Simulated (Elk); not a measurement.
Band structure of TaCr2 (Fd-3m, 6 atoms in the cell).

```
TaCr2
1.0
    0.00000     3.44896     3.44896
    3.44896     0.00000     3.44896
    3.44896     3.44896     0.00000
Ta Cr
2 4
Direct
  0.75000   0.75000   0.75000
  0.50000   0.50000   0.50000
  0.12500   0.12500   0.62500
  0.12500   0.62500   0.12500
  0.12500   0.12500   0.12500
  0.62500   0.12500   0.12500
```

Method of the run: LDA (PW92), all-electron FP-LAPW, Elk's shipped species files, APW+lo basis with extra local orbitals (Elk).

Settings: xctype = 3; rgkmax = 7.5; stype = 0; swidth = 0.00367493 Ha; ngridk = 8 8 8; gmaxvr = 14 1/bohr; nxlo = 2; lorbcnd = true; rmtscf = 0.9; lmaxi = 2.

The starting cell comes from a database of computed structures (which also holds hypothetical and non-ambient phases and stackings), without a prior relaxation at this level. Spin-orbit coupling is off. Spin polarisation is off. Values depend on the basis (sphere radii, cutoffs, local orbitals), which need not be converged.

Levels in eV from the Fermi level, bands 52 to 59:
```csv
point,52,53,54,55,56,57,58,59
Γ,-0.70,-0.70,0.18,0.18,0.18,0.60,0.60,0.90
X,-1.51,-1.36,-1.36,-0.68,-0.68,0.67,0.67,0.97
W,-1.22,-1.19,-1.19,-0.73,-0.73,0.26,0.26,1.37
K,-1.49,-1.36,-1.03,-0.76,-0.19,0.22,0.29,1.01
L,-1.11,-1.11,-1.11,0.69,0.69,0.75,0.75,0.78
U,-1.49,-1.36,-1.03,-0.76,-0.19,0.22,0.29,1.01
```

Bands cross the Fermi level along this path, so the cell is metallic at this level.
